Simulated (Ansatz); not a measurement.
## Several settings converged on Cu3AsS4 (R3m, 8 atoms in the cell)

```
Cu3AsS4
1.0
    5.28551     0.00000     0.00000
    0.00000     5.28551     0.00000
    0.00000     0.00000     5.28551
Cu As S
3 1 4
Cartesian
  0.00000   2.64275   2.64275
  2.64275   0.00000   2.64275
  2.64275   2.64275   0.00000
  0.02887   0.02887   0.02887
  1.33554   3.94996   3.94996
  3.94996   3.94996   1.33554
  3.94996   1.33554   3.94996
  1.33554   1.33554   1.33554
```

Base method: PBEsol, default PAW files made with PBE (plane waves; Ansatz, a quantum-chemistry and plane-wave program).

Base settings: basis.ecutwfc = 420 eV; kpoints.mp_grid.grid = 6 6 6; hamiltonian.xc = pbesol; hamiltonian.pseudopotentials = {kind: paw} (the program's default PAW files); scf.occupations.method = gaussian; scf.occupations.width = 0.1 eV.

The count of work is k-points × plane waves × bands × iterations; it is no time. Core times come from one kind of shared machine, to one figure; runs under 30 s give none.

**The k-point mesh**

The second cell is the first with its lattice scaled by 0.98.

Only quantities that move along the ladder and can be compared are tabulated.

```tsv
kpoints.mp_grid.grid	free energy less the last step's (meV/atom)	energy of the compressed cell less the first (meV/atom)	pressure (GPa)	largest difference of a force vector from the last step's (eV/Å)	count of work / last
1 1 1	508.72	61.47	6.22	0.730	0.017
3 3 3	5.68	2.60	-1.92	0.199	0.053
5 5 5	0.28	-2.66	-2.75	0.060	0.13
6 6 6	-0.58	-1.14	-2.58	0.006	0.25
8 8 8	0.23	-1.72	-2.60	0.002	0.51
11 11 11	0.00	-1.56	-2.60	0.000	1.0
```

Coarsest kpoints.mp_grid.grid that holds the free energy within 5 meV/atom of the last step, with all finer ones: 5 5 5, at 0.13 of the last step's count of work; the step before is off by 5.7 meV/atom.

Coarsest kpoints.mp_grid.grid that holds the forces within 0.02 eV/Å of the last step, with all finer ones: 6 6 6, at 0.25 of the last step's count of work; the step before is off by 0.060 eV/Å.

Coarsest kpoints.mp_grid.grid that holds the energy of the compressed cell less the first within 2 meV/atom of the last step, with all finer ones: 5 5 5, at 0.13 of the last step's count of work; the step before is off by 4.2 meV/atom.

**The k-point mesh at a smearing width of 0.02 eV**

In this ladder: scf.occupations.width = 0.02 eV.

Only quantities that move along the ladder and can be compared are tabulated.

| kpoints.mp_grid.grid | free energy less the last step's (meV/atom) | pressure (GPa) | largest difference of a force vector from the last step's (eV/Å) | count of work / last | core time / last (rough) |
|---|---|---|---|---|---|
| 2 2 2 | 16.14 | -2.02 | 0.046 | 0.018 | – |
| 3 3 3 | 8.12 | -1.71 | 0.284 | 0.037 | – |
| 4 4 4 | 1.95 | -2.61 | 0.004 | 0.054 | – |
| 6 6 6 | -0.47 | -2.58 | 0.025 | 0.12 | – |
| 8 8 8 | 0.51 | -2.63 | 0.006 | 0.24 | 0.2 |
| 12 12 12 | -0.04 | -2.65 | 0.003 | 0.63 | 0.6 |
| 15 15 15 | 0.00 | -2.64 | 0.000 | 1.0 | 1 |

Coarsest kpoints.mp_grid.grid that holds the pressure within 0.05 GPa of the last step, with all finer ones: 8 8 8, at 0.24 of the last step's count of work and about 0.2 of the last step's time; the step before is off by 0.07 GPa.

Coarsest kpoints.mp_grid.grid that holds the forces within 0.02 eV/Å of the last step, with all finer ones: 8 8 8, at 0.24 of the last step's count of work and about 0.2 of the last step's time; the step before is off by 0.025 eV/Å.

Coarsest kpoints.mp_grid.grid that holds the free energy within 5 meV/atom of the last step, with all finer ones: 4 4 4, at 0.054 of the last step's count of work; the step before is off by 8.1 meV/atom.

**The k-point mesh at a smearing width of 0.3 eV**

In this ladder: scf.occupations.width = 0.3 eV.

Only quantities that move along the ladder and can be compared are tabulated.

```csv
kpoints.mp_grid.grid,free energy less the last step's (meV/atom),pressure (GPa),largest difference of a force vector from the last step's (eV/Å),count of work / last,core time / last (rough)
2 2 2,15.08,-1.92,0.036,0.012,–
3 3 3,1.78,-2.02,0.087,0.017,–
4 4 4,0.75,-2.34,0.022,0.038,–
6 6 6,-0.12,-2.39,0.003,0.093,–
8 8 8,0.01,-2.38,0.001,0.19,0.2
12 12 12,0.00,-2.38,0.000,0.55,0.6
15 15 15,0.00,-2.38,0.000,1.0,1
```

Coarsest kpoints.mp_grid.grid that holds the free energy within 5 meV/atom of the last step, with all finer ones: 3 3 3, at 0.017 of the last step's count of work; the step before is off by 15 meV/atom.

Coarsest kpoints.mp_grid.grid that holds the pressure within 0.1 GPa of the last step, with all finer ones: 4 4 4, at 0.038 of the last step's count of work; the step before is off by 0.37 GPa.

Coarsest kpoints.mp_grid.grid that holds the forces within 0.005 eV/Å of the last step, with all finer ones: 6 6 6, at 0.093 of the last step's count of work; the step before is off by 0.022 eV/Å.

On the base run: the starting cell comes from a database of computed structures (which also holds hypothetical and non-ambient phases and stackings), without a prior relaxation at this level. Its lattice was rescaled by up to half a per cent. One atom was moved a little off its site on purpose. Spin polarisation is off. Ansatz's pressure includes its estimate of the finite-basis (Pulay) stress. The run gives no clean gap (levels at the Fermi energy touch, overlap or are partly filled at this smearing), which alone does not show that the compound is a metal.

Keys are those of Ansatz 0.2.
